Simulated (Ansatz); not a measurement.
Cubic perovskite KMgF3 was calculated with PBE-D3(BJ) (Ansatz, a first-principles code, PAW).

Run with plane-wave cutoff 500 eV, 8×8×8 k mesh, gaussian smearing 0.02 eV, scalar-relativistic PAW data made under PBE.

Cell (relaxed at this level):

Space group Pm-3m (No. 221); a = b = c = 4.0168 Å, α = β = γ = 90.00°

```
atom  site  symmetry       x       y       z
----  ----  --------  ------  ------  ------
K       1a      m-3m  0.0000  0.0000  0.0000
Mg      1b      m-3m  0.5000  0.5000  0.5000
F       3c    4/mm.m  0.0000  0.5000  0.5000
```

### Question
What does this level give for the band gap?

### Answer

- band gap: 7.16 eV (on the SCF k mesh)

Measured, for comparison: band gap 12.4 eV (temperature not stated, no zero-point or thermal correction; as tabulated in Sahnoun et al. (2004), doi:10.1016/j.matchemphys.2004.11.019). Computed (rounded) less measured: band gap -5.24 eV.

Static lattice: no zero-point or thermal effects.

Cost on a shared machine: around 17 core-seconds (rough).
